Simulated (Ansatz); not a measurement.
We consider SiC (model structure, started from the PtS type, P4₂/mmc, No. 131, 4 atoms in the cell), described by PBEsol in Ansatz (PAW).

Settings: plane-wave cutoff 520 eV, 20×20×12 k mesh (along the axes of the cell as run), Fermi–Dirac smearing 0.05 eV, scalar-relativistic PAW data made under PBE.

Cell (relaxed at this level):

```
CSi
1.0
    2.97446     0.00000     0.00000
    0.00000     2.97446     0.00000
    0.00000     0.00000     4.93883
Si C
2 2
Cartesian
  0.00000   1.48723   0.00000
  1.48723   0.00000   2.46941
  0.00000   0.00000   1.23471
  0.00000   0.00000   3.70412
```

Question: Estimate the bulk modulus that the calculation returns.

Answer: 
- bulk modulus = 185 GPa

The run finds no gap.

Note: the bulk modulus is −V dP/dV from two relaxed cells at ±2 % in volume; the relaxation could raise the start's symmetry but not lower it, so the cell can be a saddle point.

Static lattice: no zero-point or thermal effects.

Computing time: around 3 core-minutes (rough).

A model structure was made by putting elements into a prototype or built by hand; it is no filed structure, need not be a known phase, and can be a saddle point held by its symmetry.

Ansatz is a quantum-chemistry and plane-wave program.
